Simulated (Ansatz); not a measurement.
**Response to strain in Ag**

Take Ag in the fcc (Cu type) structure (space group Fm-3m, No. 225; a = 4.1052 Å) as the base.

Strains are applied to the cell and any free atomic positions relax.

Level of theory: r2SCAN (Ansatz, a quantum-chemistry and plane-wave program), no SOC.

Notes on the quantities. energy relative to the base: free energy F.

```tsv
isotropic strain (%)	energy relative to the base (meV/atom)
-0.58	1.7
0	0.0
0.23	?
2.32	23.9
2.64	30.5
```

Task: Fit ΔE = Aε² + Bε³ (ε in %) to the rows shown and predict the withheld row.

Result: Least squares on the printed values gives A = 4.92 and B = -0.20 meV/atom (largest residual 0.0 meV/atom); this predicts 0.3 meV/atom, and the run gives 0.3 meV/atom, in agreement.

No phonon test of stability was made.
